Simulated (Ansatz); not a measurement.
BN under load (space group P6_3mc), PBE, rigid bands in Ansatz (a program for electronic structure). Condition of this run: biaxial stress in the c plane of -9 GPa (compression positive) (the target of the relaxation). Band gap 5.27 eV, N_c = 1.44e19 cm⁻³ and N_v = 5.02e19 cm⁻³ at 300 K, conductivity masses along z (a = (2.56, 0.00, 0.00) Å; b = (-1.28, 2.22, 0.00) Å; c = (0.00, 0.00, 4.20) Å) of 0.307 mₑ (electrons) and 1.27 mₑ (holes). Take k_BT = 0.02585 eV.

Problem. Find the intrinsic carrier density and the intrinsic Fermi level.

Solution. n_i = √(N_c N_v) exp(−E_g/2k_BT) = 2.69e19 × exp(−101.93) = 1.5e-25 cm⁻³. The level lies (k_BT/2) ln(N_v/N_c) = 16 meV from mid-gap (positive towards the conduction band). Each 0.1 eV added to the gap lowers n_i by a factor of 6.9.

Problem. What thermal injection velocity √(2k_BT/πm) limits a ballistic channel along the direction named?

Solution. 9.71e6 cm/s for electrons and 4.77e6 cm/s for holes, a ratio of √(m_h/m_e) = 2.03, for dilute carriers.

Problem. A film of it is 8 nm thick, with its normal along the direction named. Estimate the confinement energies in an infinite well.

Solution. ħ²π²/(2m t²) = 0.376 eV·nm²/(m/mₑ × t²) gives 19.1 meV for electrons and 4.63 meV for holes, so the gap would widen to about 5.29 eV. Finite barriers and nonparabolic bands lower this, and with several valleys or bands the heaviest mass along the normal sets the lowest level, not this average.

Rigid bands with the computed gap; masses take one relaxation time for all states. Spin-orbit coupling is left out. Geometry: cell and atoms relaxed with PBEsol.
